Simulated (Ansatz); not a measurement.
We consider L1₂ (Cu3Au-type) Al₃Sc, described by PBEsol-D3(BJ) (plane waves, PAW; Ansatz, an electronic-structure program).

Run with plane-wave cutoff 520 eV, 14×14×14 k mesh, Fermi–Dirac smearing 0.05 eV, scalar-relativistic PAW data made under PBE.

Pressure at four volumes; x = ln(V/16.234 Å³). One pressure is withheld.

```csv
V (Å³/atom),x,P (GPa)
15.260,-0.0619,6.94
16.234,0.0000,-0.02
16.884,0.0393,-3.62
17.209,0.0583,?
```

Task: Pass a parabola P(x) through the three rows shown, estimate the bulk modulus and its pressure derivative near zero pressure, and predict the withheld pressure.

Result: Slopes between the rows: (-0.02 − (6.94))/(0.0000 − (-0.0619)) = -112.44 and (-3.62 − (-0.02))/(0.0393 − (0.0000)) = -91.60 GPa. Their difference over the span 0.1012 is c = 20.84/0.1012 = 205.9 GPa, so P(x) = 6.94 + (-112.44)(x − (-0.0619)) + 205.9 (x − (-0.0619))(x − (0.0000)). At the middle row B = −dP/dx = −[-112.44 + 205.9 × 0.0619] = 99.7 GPa, and B′ = dB/dP = 2c/B = 4.1. At x = 0.0583 the parabola gives -5.13 GPa; the run gives -5.17 GPa. The Birch–Murnaghan fit to the energies at all volumes has B0 = 99.5 GPa and B′ = 4.0.

Measured, for comparison: bulk modulus 91.5 ± 1 GPa (298 K, not corrected to a static lattice, polycrystal; as tabulated in A Combined Experimental and First-Principles Based Assessment of …). Computed (rounded) less measured: bulk modulus +9 %. A static lattice is as a rule a little smaller and stiffer than an uncorrected measurement, which narrows the difference in the bulk modulus and would widen misses of the other sign.
